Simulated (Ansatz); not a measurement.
Functionals compared on F on the 1x1 (110) surface of bcc W, one in a 2x2 cell, started at the site 'top W', in Ansatz (plane waves, PAW). The structure was relaxed with PBE; the other rows are single points on it, each with its references at the same level. Cutoff 420 eV (500 eV for r2SCAN).

Set-up: 17 atoms, 6.6 Å thick at the start under the adsorbate (thin: gaps and levels are the slab's own); mesh 6x6x1; 0.1 eV smearing; dipole correction on; 8 atoms held, the rest relaxed; held to the start's symmetry, so lower structures may exist; no spin, no spin-orbit, no U, no dispersion correction. At the end it is bonded to W. In PBE it is, or lies within 0.03 eV of, the lowest of the starts that converged. These notes are the PBE run's. Adsorption energies are against ½ F2(g). A negative adsorption energy means that the adsorbate is more stable on the surface than in its reference.

```csv
functional,adsorption energy (eV),work function of the top face (eV),change of the work function (eV),rough cost of the single point
PBE,-3.77,5.46,0.64,–
RPBE,[?],[?],[?],very roughly 100 core-seconds
r2SCAN,-4.00,5.55,0.66,about 3 core-minutes (a rough figure)
```

Problem. Fill in the missing entries.

Solution. 
- RPBE, adsorption energy (eV): -3.65
- RPBE, work function of the top face (eV): 5.33
- RPBE, change of the work function (eV): 0.64

Ansatz is a first-principles code.
